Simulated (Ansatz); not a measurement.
The reference is TaC in the rock salt structure (space group Fm-3m, No. 225; a = 4.440 Å).

Calculations: PBEsol (Ansatz, a quantum-chemistry and plane-wave program, PAW, no spin-orbit coupling).

One change was made to it. Results:

The shortest interatomic distance shrinks by 2.9 pm to 219.1 pm; the density increases by 0.60 g/cm³, from 14.64 g/cm³ to 15.24 g/cm³.

**Question.** What was done to the base?
(A) pressure −1 GPa
(B) pressure 15 GPa
(C) pressure 4.5 GPa
(D) pressure 2.1 GPa
(E) pressure 30 GPa

**Answer.** B, pressure 15 GPa. For comparison, the shortest interatomic distance in the other runs: pressure −1 GPa gives 222.2 pm; pressure 30 GPa gives 216.5 pm; pressure 4.5 GPa gives 221.1 pm; pressure 2.1 GPa gives 221.6 pm.

Load acts through the strain it causes; cell and atoms are relaxed under it. Whether these cells are dynamically stable was not tested. Competing high-pressure phases were not computed. The final runs are not spin-polarised. An odd electron count without spin: TaC.
